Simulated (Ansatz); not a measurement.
Relaxation of the outer planes of the (110) surface of zinc-blende InP in its 1x1 cell (cut with top plane In + P, bottom plane In + P), outermost plane spacing 2.11 Å in the ideal cut.

Calculation: PBE (plane waves to 420 eV, PAW; Ansatz, a first-principles code).

Slab: 12 atoms, In6P6, 10.5 Å thick at the start; k 6x5x1, smearing 0.025 eV, dipole-corrected; all atoms relaxed; start symmetry kept, larger cells not searched; no spin, no spin-orbit, no U.

```tsv
plane	atoms	bulk spacing to the next (Å)	relaxed spacing (Å)	change (%)	rumpling (Å)
1	In + P	2.107	1.960	-7.0	0.68 (P outermost)
2	In + P	2.107	2.147	1.9	0.14 (In outermost)
```
